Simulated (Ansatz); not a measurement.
## Pt: pressure series

Consider Pt in the fcc (Cu type) structure (space group Fm-3m, No. 225).

```
Pt
1.0
    0.00000     1.98513     1.98513
    1.98513     0.00000     1.98513
    1.98513     1.98513     0.00000
Pt
1
Direct
  0.00000   0.00000   0.00000
```

Cell and atoms are relaxed at each pressure.

Levels (all Ansatz, a program for electronic structure, PAW): PBE (420 eV, no spin-orbit coupling); r2SCAN (500 eV, spin-orbit coupling left out).

The base cell above is that of PBE; each level relaxes its own structures.

```tsv
case	lattice parameter a, PBE	lattice parameter a, r2SCAN
pressure −2 GPa	7.524 bohr	7.465 bohr
pressure −1 GPa	7.513 bohr	7.455 bohr
pressure 3 GPa	7.473 bohr	7.419 bohr
pressure 7 GPa	7.437 bohr	7.386 bohr
pressure 15 GPa	7.373 bohr	7.327 bohr
pressure 30 GPa	7.272 bohr	7.233 bohr
pressure 50 GPa	7.164 bohr	7.131 bohr
pressure 75 GPa	7.055 bohr	7.027 bohr
pressure 100 GPa	6.966 bohr	6.942 bohr
```

PBE lies above r2SCAN in every row, by 0.025 bohr to 0.059 bohr. They put the cases in the same order.

Load acts through the strain it causes; cell and atoms are relaxed under it. No phonon test of stability was made. Competing high-pressure phases were not computed. All final runs are without spin polarisation.
